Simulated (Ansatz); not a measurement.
Given:

```yaml
crystal:
  lattice:
    - [5.61875, 0.00000, 0.00000]
    - [0.00000, 5.61875, 0.00000]
    - [0.00000, 0.00000, 5.67775]
  atoms:
    - { symbol: Cs, position: [0.00000, 0.00000, 0.00000] }
    - { symbol: Pb, position: [0.50000, 0.50000, 0.50000] }
    - { symbol: Cl, position: [0.00000, 0.50000, 0.50000] }
    - { symbol: Cl, position: [0.50000, 0.50000, 0.00000] }
    - { symbol: Cl, position: [0.50000, 0.00000, 0.50000] }
```

No spin polarisation.

Calculations: PBEsol (Ansatz, a program for electronic structure), spin-orbit coupling left out. k-mesh 6×6×6 (Γ-centred); smearing 0.05 eV (Fermi–Dirac).

**Question.** Predict the stress and electron mass.

**Answer.** The stress (xx, yy, zz, yz, xz, xy; compression positive) is (-0.08, -0.08, -0.58, 0.00, 0.00, 0.00) GPa and the electron mass comes out as 0.11 mₑ along z, 0.83 mₑ across (at R).

Spin-orbit coupling, missing from the scalar runs, can matter with Pb. The levels and masses belong to the bands next to the band gap. The cells carry an imposed strain or load. Masses are band curvatures over ±0.01 Å⁻¹ around the edge. No phonon test of stability was made. The cell was made from CsPbCl3 in the cubic perovskite structure (space group Pm-3m, No. 221) by this change: uniaxial strain ε_zz = +1.05 %. Many cubic perovskites are stable only at high temperature; tilts and polar distortions were not tested. This is not the structure that CsPbCl3 has at room temperature and ambient pressure.
